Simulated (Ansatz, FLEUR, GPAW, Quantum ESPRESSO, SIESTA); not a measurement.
# Code comparison for HfAu₂ (I4/mmm, 3 atoms in the cell)

Self-consistent single point.

```
CELL_PARAMETERS angstrom
     -1.73013     1.73013     4.25131
      1.73013    -1.73013     4.25131
      1.73013     1.73013    -4.25131
ATOMIC_POSITIONS crystal
  Hf 0.00000 0.00000 0.00000
  Au 0.66735 0.66735 0.00000
  Au 0.33265 0.33265 0.00000
```

All programs got the same cell, k-point mesh and kind of occupations (in Ansatz's words: kpoints.mp_grid.grid = 11 11 11; scf.occupations.method = fermi_dirac; scf.occupations.width = 0.1 eV); potentials, basis and cutoffs are each program's usual ones.

```csv
code,model,pressure (GPa),largest force (eV/Å),k-points,cutoff
FLEUR,"LDA (Perdew-Zunger), all-electron FLAPW (FLEUR), scalar-relativistic valence",–,0.102,126,Kmax 4 1/bohr
Ansatz,"LDA (PW92), PAW files made with PBE",6.60,0.096,126,420 eV
SIESTA,"LDA PW92, numerical atomic orbitals TZP, PseudoDojo LDA standard norm-conserving potentials (rewritten from UPF to PSML)",1.26,0.043,666,grid 400 Ry
GPAW,"LDA (Perdew-Wang 92), GPAW PAW datasets LDA (gpaw-data 1.0.1)",8.44,0.030,126,550 eV
Quantum ESPRESSO,"LDA (PZ), GBRV 1.5 ultrasoft (LDA) pseudopotentials",5.77,0.087,126,40 Ry
```

A dash marks a value that a program does not give, or that is left out as unsure.

The spread over the programs that give each value: pressure within 7.18 GPa; largest force within 0.072 eV/Å.

The starting cell comes from a database of computed structures (which also holds hypothetical and non-ambient phases and stackings), without a prior relaxation at this level. Its lattice was rescaled by a random factor within 2.5 % of one. On Ansatz's run: Spin-orbit coupling is off. In the base run, with a pressure of about 7 GPa the cell is away from its equilibrium volume at this level.

Why do the programs differ, and what cannot be compared?

Differences of this kind can come from the potentials, where these differ, and from what each basis and cutoff leave unconverged. The valence holds different numbers of electrons (FLEUR 60, Ansatz (a program for electronic structure) 64, SIESTA 50, GPAW 34, Quantum ESPRESSO 34). The zero of total energies and Fermi levels follows the potentials and each program's conventions, so they are not compared here. SIESTA uses small atom-centred bases, whose incompleteness enters pressures, forces and empty levels differently from a plane-wave cutoff. FLEUR treats all electrons, but the usual bases taken here (sphere radii, linearisation, local orbitals, empty states) were not tested for convergence, so the values are no reference for the others. Ansatz's pressure is given at a fixed set of plane waves, as the other plane-wave codes print theirs; with its correction for the finite basis it is 6.65 GPa. The same LDA comes in different parametrisations, which differ slightly. The programs reduce the same mesh by symmetry to different extents, which changes the work and not the result. In the pressure, SIESTA (by 5.34) and GPAW (by 1.84) lie more than 1 GPa from the median of the plane-wave programs.

Left out of this page: ABINIT (stopped by limits of time or memory).

Keys are those of Ansatz 0.2.
